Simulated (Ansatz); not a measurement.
We consider NdC₂ (I4/mmm, No. 139), described by r²SCAN+rVV10 (PAW; Ansatz, an electronic-structure program).

Settings: plane-wave cutoff 560 eV, 20×20×20 k mesh, Fermi–Dirac smearing 0.05 eV, spin-polarised with parallel moments, scalar-relativistic PAW data made under PBE.

Computed at the level's own relaxed cell.

**Question.** Predict the equilibrium lattice constant a and lattice parameter c.

**Answer.** 
equilibrium lattice constant a: 3.826 Å
lattice parameter c: 6.395 Å

Note: the magnetic order was assumed, not searched for or taken from measurement; the 4f shell is treated without U or exact exchange, so its levels and filling can be wrong.

Spin–orbit coupling is not included; it can open a gap where bands touch, and shift volumes and moduli.

The result took about 21 core-minutes (a rough figure).
